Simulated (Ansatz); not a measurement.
For ZnSe (model structure, started from the litharge type, P4/nmm, No. 129, 4 atoms in the cell), LDA (plane waves, PAW; Ansatz, a first-principles code) gives:

```
Quantity                               Value
------------------------------  ------------
equilibrium lattice constant a       4.898 Å
c axis length                        4.146 Å
cohesive energy                 2.76 eV/atom
```

Problem. What does r²SCAN+rVV10 (plane waves, PAW; Ansatz) give for the same quantities?

Solution. 
- lattice constant a: 4.963 Å (rises by 1.3 %)
- lattice parameter c: 4.157 Å (rises by 0.3 %)
- cohesive energy: 2.38 eV/atom (shrinks by 0.38 eV/atom)

Changes are worked out from the printed values.

Unless a cell is named, each level is at its own relaxed cell (LDA 24.87, r²SCAN+rVV10 25.60 Å³/atom).

Ansatz's density-functional and Hartree–Fock values are scalar-relativistic unless marked +SOC, with PAW data made under PBE.

A model structure was made by putting elements into a prototype or built by hand; it is no filed structure, need not be a known phase, and can be a saddle point held by its symmetry.
